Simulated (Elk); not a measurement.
Band structure of YIr2 (Fd-3m, 6 atoms in the cell).

```xyz
6
Lattice="0.0000 3.7472 3.7472 3.7472 0.0000 3.7472 3.7472 3.7472 0.0000" Properties=species:S:1:pos:R:3 pbc="T T T"
Y      3.7472     3.7472     3.7472
Y      5.6208     5.6208     5.6208
Ir     0.9368     2.8104     2.8104
Ir     2.8104     2.8104     0.9368
Ir     2.8104     0.9368     2.8104
Ir     0.9368     0.9368     0.9368
```

Method: PBEsol, all-electron FP-LAPW, Elk's shipped species files, LAPW+lo basis run with Elk.

Settings: xctype = 22; rgkmax = 8; stype = 3; swidth = 0.00499791 Ha; ngridk = 6 6 6; gmaxvr = 14 1/bohr; nxoapwlo = 1; rmtscf = 0.84.

The starting cell comes from a database of computed structures (which also holds hypothetical and non-ambient phases and stackings), without a prior relaxation at this level. Its lattice was rescaled by a random factor within 2.5 % of one. Spin-orbit coupling is off. Spin polarisation is off. Values depend on the basis (sphere radii, cutoffs, local orbitals), which need not be converged.

Levels in eV from the Fermi level, bands 66 to 73:
```tsv
point	66	67	68	69	70	71	72	73
Γ	-0.68	-0.66	-0.66	-0.01	-0.01	-0.01	1.09	2.32
X	-2.52	-0.67	-0.67	-0.56	-0.56	0.60	0.60	2.56
W	-1.60	-1.43	-1.43	0.01	0.01	0.99	0.99	2.38
K	-1.93	-1.23	-1.15	-0.34	0.07	0.85	1.05	2.20
L	-0.84	-0.81	-0.31	-0.31	1.07	1.07	1.11	1.65
U	-1.93	-1.23	-1.15	-0.34	0.07	0.85	1.05	2.20
```

Bands cross the Fermi level along this path, so the cell is metallic at this level.
